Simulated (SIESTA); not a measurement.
SIESTA run on Tc₃N (P-6m2, 4 atoms in the cell): self-consistent single point.

Level of theory: SIESTA 5.4.2 with GGA PBEsol, numerical atomic orbitals DZP, PseudoDojo PBEsol standard norm-conserving potentials (rewritten from UPF to PSML).

The change in words: lattice scaled by 0.98. Reference geometry:
```yaml
crystal:
  lattice:
    - [2.79779, 0.00000, 0.00000]
    - [-1.39889, 2.42296, 0.00000]
    - [0.00000, 0.00000, 7.03934]
  atoms:
    - { symbol: Tc, position: [0.00000, 0.00000, 0.50000] }
    - { symbol: Tc, position: [0.66667, 0.33333, 0.80333] }
    - { symbol: Tc, position: [0.66667, 0.33333, 0.19667] }
    - { symbol: N, position: [0.00000, 0.00000, 0.00000] }
```

Reference input (self-consistent single point, DFT, GGA PBEsol, numerical atomic orbitals DZP, PseudoDojo PBEsol standard norm-conserving potentials (rewritten from UPF to PSML)): XC.functional = GGA; XC.authors = PBEsol; potentials = PseudoDojo PBEsol standard; PAO.BasisSize = DZP; PAO.EnergyShift = 0.01 Ry; MeshCutoff = 300 Ry; kgrid.MonkhorstPack = 14 14 5; OccupationFunction = MP; OccupationMPOrder = 0; ElectronicTemperature = 580.23 K; MaxSCFIterations = 150; SCF.Mixer.Method = Pulay. This run's input differs from it in these lines:

```diff
@@ -12,5 +12,5 @@
 %block LatticeVectors
-     2.797790000    0.000000000    0.000000000
-    -1.398895000    2.422957000    0.000000000
-     0.000000000    0.000000000    7.039340000
+     2.741834000    0.000000000    0.000000000
+    -1.370917000    2.374498000    0.000000000
+     0.000000000    0.000000000    6.898553000
 %endblock LatticeVectors
@@ -18,5 +18,5 @@
 %block AtomicCoordinatesAndAtomicSpecies
-     0.000000000    0.000000000    6.651212349  1
-     2.643531071    1.526240188   10.686236833  1
-     2.643531071    1.526240188    2.616187865  1
+     0.000000000    0.000000000    6.518187913  1
+     2.590660260    1.495715472   10.472511792  1
+     2.590660260    1.495715472    2.563864034  1
      0.000000000    0.000000000    0.000000000  2
```

Output (repeated stretches shortened):

```
        iscf     Eharris(eV)        E_KS(eV)     FreeEng(eV)     dDmax    Ef(eV) dHmax(eV)
   scf:    1    -7147.525631    -7197.262109    -7197.264521  1.370398 -4.359129  9.101662
   scf:    2    -7147.974135    -7187.409452    -7187.411436  0.685118 -4.932665 23.678501
   scf:    3    -7204.196440    -7202.952079    -7202.954625  0.338082 -5.088522  2.536077
   scf:    4    -7203.241054    -7203.193321    -7203.195940  0.064199 -5.291433  1.647548
   scf:    5    -7203.417317    -7203.401602    -7203.404457  0.100047 -5.527180  0.390347
   [... 3 lines left out ...]
   scf:    9    -7203.407377    -7203.407457    -7203.410343  0.000971 -5.542228  0.020446
   scf:   10    -7203.407468    -7203.407469    -7203.410357  0.000257 -5.542300  0.000268
   scf:   11    -7203.407469    -7203.407469    -7203.410357  0.000017 -5.542330  0.000333
   scf:   12    -7203.407469    -7203.407469    -7203.410357  0.000009 -5.542350  0.000116
SCF Convergence by DM+H criterion
max |DM_out - DM_in|         :     0.0000092066
max |H_out - H_in|      (eV) :     0.0001161071
SCF cycle converged after 12 iterations

Using DM_out to compute the final energy and forces

siesta: E_KS(eV) =            -7203.4075

siesta: E_KS - E_eggbox =     -7203.4075

siesta: Atomic forces (eV/Ang):
     1   -0.000013    0.000007   -0.000021
     2    0.000002   -0.000001   -0.447476
     3    0.000002   -0.000001    0.447447
     4    0.000022   -0.000013    0.000049
   Tot    0.000014   -0.000008   -0.000000
   Max    0.447476
   Res    0.182675    sqrt( Sum f_i^2 / 3N )
   Max    0.447476    constrained

Stress tensor Voigt[x,y,z,yz,xz,xy] (kbar):     -194.00     -193.97     -250.64       -0.00       -0.00        0.02
(Free)E + p*V (eV/cell)    -7197.4432
   [... lines left out ...]
siesta: FreeEng =     -7203.410357
   [... lines left out ...]
siesta:    -0.121082    0.000014   -0.000000
siesta:     0.000014   -0.121066    0.000000
siesta:    -0.000000   -0.000000   -0.156437

siesta: Cell volume =         44.912887 Ang**3

siesta: Pressure (static):
siesta:                Solid            Molecule  Units
siesta:           0.00144705          0.00159843  Ry/Bohr**3
siesta:           0.13286174          0.14676147  eV/Ang**3
siesta:         212.86796967        235.13780194  kBar
```

The run converged in 12 iterations. Against the reference run the free energy goes up by 35.1 meV/atom, the pressure goes from -4.44 to 21.29 GPa and the largest force goes from 0.133 to 0.447 eV/Å.

The starting cell comes from a database of computed structures (which also holds hypothetical and non-ambient phases and stackings), without a prior relaxation at this level. For this run, on top of that: lattice scaled by 0.98. Spin polarisation is off. Values carry the incompleteness of an atom-centred basis. With a pressure of about 21 GPa the cell is away from its equilibrium volume at this level.

Cost on one core of a shared machine: roughly 2 min.
